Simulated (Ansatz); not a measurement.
Output of an Ansatz run (abridged):

```
WARN the atoms were moved onto the symmetric positions of the space group found under crystal.symmetry.tolerance 1.0e-5 (fractional …
WARN ansatz: RAYON_NUM_THREADS=1 ignored (pool sized by the plan → 1); use --threads N
Pseudopotentials: kind: paw
Pseudopotential: Pb, paw, valence charge 14
Pseudopotential: I, paw, valence charge 17
Crystal: 3 atoms, lattice volume = 127.589 Å³
Basis set: ecut = 420 eV, 2477 PW (Γ), exchange–correlation on 64×64×96 points (8 copies of the dense FFT grid, shifted against one another)
Bands: 29, of which v1, the nominal top of the filled ones, is band 24 counted from 1 (23 counted from 0)
Symmetry: 12 space group operations
Space group: P-3m1 (ITA 164), of the structure as read, at distance tolerance 5.0e-5 Å
k-points: 24 of 144
Initial density: superposition of atomic densities (neutral atoms: chi_scale 0, normalization atom), corrected by the library's trained network
Initial wavefunctions: pseudopotential atomic-orbital guess
Eigensolver: davidson
Functional: x = pbe(κ = 0.804, μ = 0.2195149727645171), c = pbe(β = 0.06672455060314922)
SCF iter   1: F=—  HF=-26934.206371 eV  |F-HF|=—  |Δ(HF+E_count)|=         —  Δρ=6.28e-4  dr2=3.60e-4  ethr=1.77e-3  ⟨swp⟩=9.1  Hψ=3537  notcnv=0
all-band conjugate gradients solve this SCF's bands
preconditioner: auto → Resta (q_TF=auto, 2.318 Å⁻¹)
SCF iter   2: F=—  HF=-26934.204725 eV  |F-HF|=—  |Δ(HF+E_count)|=   1.65e-3  Δρ=4.31e-4  dr2=2.05e-4  ethr=7.49e-7  ⟨swp⟩=3.0  Hψ=1922  notcnv=0  defer=24
SCF iter   3: F=—  HF=-26934.204750 eV  |F-HF|=—  |Δ(HF+E_count)|=   2.43e-5  Δρ=2.73e-4  dr2=6.13e-5  ethr=4.28e-7  ⟨swp⟩=2.4  Hψ=1255  notcnv=0  defer=24
SCF iter   4: F=—  HF=-26934.204835 eV  |F-HF|=—  |Δ(HF+E_count)|=   8.53e-5  Δρ=5.28e-5  dr2=2.99e-6  ethr=1.28e-7  ⟨swp⟩=2.0  Hψ=1344  notcnv=0  defer=24
SCF iter   5: F=—  HF=-26934.204841 eV  |F-HF|=—  |Δ(HF+E_count)|=   5.99e-6  Δρ=4.29e-5  dr2=2.09e-6  ethr=6.24e-9  ⟨swp⟩=2.0  Hψ=888  notcnv=0  defer=24
SCF iter   6: F=-26934.204840 eV  HF=-26934.204840 eV  |F-HF|=7.08e-9  |Δ(HF+E_count)|=   7.65e-7  Δρ=4.34e-6  dr2=2.30e-8  ethr=2.08e-10  ⟨swp⟩=9.4  Hψ=3801  notcnv=0
SCF 1 converged in 6 iterations: F = -26934.204840 eV  dr2 = 2.30e-8
SCF converged after 6 iterations
Free energy (F): -26934.204840 eV
Harris-Foulkes:  -26934.204840 eV  (|F-HF|=7.08e-9)
Internal energy: -26934.204840 eV  (E = F + TS)
E sigma→0 (E₀):  -26934.204840 eV
Fermi energy:    6.063756 eV
--- Per-component energies (eV) ---
  E_band       = -879.445324
  E_kinetic    = 663.501643
  E_local      = -5509.945719  (includes V_loc(G=0)·N_el)
  E_nonlocal   = 167.962315
  E_hartree    = 2675.231765
  E_xc         = -476.891578
  E_vxc        = -389.254449  (∫ρ·V_xc dr)
  E_paw        = -20034.787132  (= ΣΔE_a)
  E_vpaw       = -1162.167121  (= ΣTr[D̂ρ^β])
  E_aug_tail   = 0.000040  (compensation charges beyond the density's cutoff)
  E_ewald      = -4419.276173
  E_smearing   = -0.000000  (= −TS)
  E_closure    = 0.000000  (closes the sum)
  Σ components = -26934.204840   (vs F -26934.204840, Δ=0.00e0)
--- Forces (eV/Å), atoms counted from 1 ---
  atom   1  Pb     0.00000000     0.00000000     0.00000000
  atom   2  I     -0.00000000     0.00000000     0.00068671
  atom   3  I     -0.00000000    -0.00000000    -0.00068671
  max |Σ_I F_I| component: 2.31e-18 eV/Å
--- Stress (GPa, compression-positive) ---
        1.046545       0.000000       0.000000
        0.000000       1.046545       0.000000
        0.000000       0.000000       1.059497
  P = ⅓ Tr σ = 1.0509 GPa (10.509 kbar)
  The stress holds the Pulay correction. Without it, at fixed plane waves, as pw.x and ABINIT print it: P = 1.0348 GPa
--- Band table (eV; the first three rows and the last of 24) ---
  k-point 0: bands = ["-38.9174", "-38.9174", "-38.9174", "-38.9173", "-38.9170", "-38.9170", "-38.9131", "-38.9131", "-38.9131", "-38.9131", "-11.2028", "-11.2028", "-11.1903", "-11.1838", "-11.1838", "-7.1668", "-6.4607", "-1.9641", "3.7919", [...]
  k-point 1: bands = ["-38.9174", "-38.9173", "-38.9173", "-38.9173", "-38.9170", "-38.9170", "-38.9131", "-38.9131", "-38.9131", "-38.9131", "-11.2028", "-11.2028", "-11.1903", "-11.1838", "-11.1838", "-7.0979", "-6.5595", "-1.8739", "3.3409", [...]
  k-point 2: bands = ["-38.9173", "-38.9173", "-38.9173", "-38.9173", "-38.9170", "-38.9170", "-38.9131", "-38.9131", "-38.9130", "-38.9130", "-11.2028", "-11.2028", "-11.1902", "-11.1838", "-11.1838", "-6.9908", "-6.6957", "-1.7815", "3.0695", [...]
  k-point 23: bands = ["-38.9174", "-38.9174", "-38.9173", "-38.9171", "-38.9170", "-38.9170", "-38.9130", "-38.9130", "-38.9130", "-38.9130", "-11.2188", "-11.2188", "-11.1814", "-11.1814", "-11.1781", "-6.3927", "-6.3927", "-2.4749", "2.0526", [...]
```

The structure:

```xyz
3
Lattice="2.2914 -3.9688 0.0000 2.2914 3.9688 0.0000 0.0000 0.0000 7.0149" Properties=species:S:1:pos:R:3 pbc="T T T"
Pb     0.0000     0.0000     0.0000
I      2.2914     1.3229     1.8800
I      2.2914    -1.3229     5.1349
```

Task: Write an input that gives this output.

Result: Other spellings and defaults could give the same log, and not every line can be read from it. The input that was run (DFT, PBE, plane waves, default PAW files):

Ansatz 0.2 input:
```yaml
crystal:
  lattice:
    - [2.291400, -3.968821, 0.000000]
    - [2.291400, 3.968821, 0.000000]
    - [0.000000, 0.000000, 7.014900]
  atoms:
    - { symbol: Pb, position: [0.000000, 0.000000, 0.000000] }
    - { symbol: I, position: [0.333333, 0.666667, 0.268000] }
    - { symbol: I, position: [0.666667, 0.333333, 0.732000] }
basis:
  ecutwfc: 420.0
kpoints:
  mp_grid:
    grid: [6, 6, 4]
hamiltonian:
  xc: pbe
  pseudopotentials:
    kind: paw
scf:
  occupations:
    method: fermi_dirac
    width: 0.01
output:
  forces: true
  eigenvalues: true
  stress: true
```

The starting cell has typed, rounded lattice constants, without a prior relaxation at this level. Its lattice was rescaled by up to half a per cent. Spin-orbit coupling is off. Ansatz's pressure includes its estimate of the finite-basis (Pulay) stress.

Ansatz is a program for electronic structure.
